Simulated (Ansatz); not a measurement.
## Variants of one calculation on TiP (P6_3mc, 4 atoms in the cell)

TiP has the hexagonal space group P6₃mc (No. 186), the wurtzite structure, Pearson symbol hP4. Conventional cell: a = b = 3.9890 Å, c = 6.5330 Å, α = β = 90.00°, γ = 120.00°. Ti on 2b has 4 P at 2.444–2.449 Å (tetrahedral). P on 2b has 4 Ti at 2.444–2.449 Å (tetrahedral). (Neighbours: up to the widest gap in distance over summed covalent radii, below 1.35, at either atom; cation-cation and far metal-metal contacts left out.)

Base run A: PBE (Ansatz, a program for electronic structure), self-consistent single point.

Its settings: kpoints.mp_grid.grid = 10 10 5; hamiltonian.xc = pbe; hamiltonian.pseudopotentials = {kind: paw} (the program's default PAW files); scf.occupations.method = gaussian; scf.occupations.width = 0.272 eV.

The starting cell was generated: these elements placed on a structure prototype, without a prior relaxation; it need not be a known phase or ordering of this composition. Spin polarisation is off, so a magnetic state, if there is one, cannot be reached. In the base run, with a pressure of about -3 GPa the cell is away from its equilibrium volume at this level. Ansatz's pressure includes its estimate of the finite-basis (Pulay) stress.

ΔF is the free energy per atom less that of run A. A dash stands where there is no value to compare (another energy zero or no entropy term, no result, no spin, no clean gap, or a mesh too coarse for one). Total energies depend on the potentials, the functional and any Hubbard or dispersion term, so they are compared only between runs that share all of them.

Runs:
- B: opposed starting moments (1 -1 0 0 μB); magnetization.spin_polarized: default → true
- C: scf.occupations.method: gaussian → cold; scf.occupations.width: 0.272 eV → 0.1 eV
- D: scf.convergence.dr2_threshold: default (1e-07 eV) → 0.0001 eV
- E: hamiltonian.dispersion: default → d3bjatm [PBE-D3BJ-ATM]
- F: scf.mixing.preconditioner: default (the program chose Kerker) → kerker; scf.mixing.q_tf: default → 1.5

```
run  ΔF (meV/atom)  pressure (GPa)  largest force (eV/Å)  k-points
---  -------------  --------------  --------------------  --------
A             0.00           -3.24                 0.070        42
B             0.00           -3.24                 0.070        58
C             28.1           -3.48                 0.091        42
D             0.00           -3.24                 0.070        42
E                –           -5.86                 0.065        42
F             0.00           -3.24                 0.070        42
```

Run C against A: The free energy rises by 28.1 meV/atom, the pressure goes from -3.24 to -3.48 GPa and the largest force goes from 0.070 to 0.091 eV/Å.

Run E against A: The pressure goes from -3.24 to -5.86 GPa and the largest force goes from 0.070 to 0.065 eV/Å.

Keys are those of Ansatz 0.2.
